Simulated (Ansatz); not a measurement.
Consider BaO in the rock salt structure (space group Fm-3m, No. 225).

```yaml
crystal:
  lattice:
    - [0.00000, 2.74482, 2.74482]
    - [2.74482, 0.00000, 2.74482]
    - [2.74482, 2.74482, 0.00000]
  atoms:
    - { symbol: O, position: [0.00000, 0.00000, 0.00000] }
    - { symbol: Ba, position: [0.50000, 0.50000, 0.50000] }
```

Level of theory: PBEsol (Ansatz, a first-principles code; PAW; 420 eV plane waves; no spin-orbit coupling).

One change was made to it. Results:

```tsv
quantity	base	after
width of the top valence band	1.63 eV	2.43 eV
lattice parameter a	549.0 pm	524.0 pm
band gap	1.84 eV	1.19 eV
```

### Question
Which of these changes matches the shifts?
(A) pressure −2 GPa
(B) pressure 15 GPa
(C) pressure 0.9 GPa
(D) pressure 30 GPa

### Answer
B, pressure 15 GPa. For comparison, the band gap in the other runs: pressure −2 GPa gives 1.94 eV; pressure 0.9 GPa gives 1.79 eV; pressure 30 GPa gives 0.64 eV.

Load acts through the strain it causes; cell and atoms are relaxed under it. Stability against distortions was not tested. No other phases were tried under pressure.
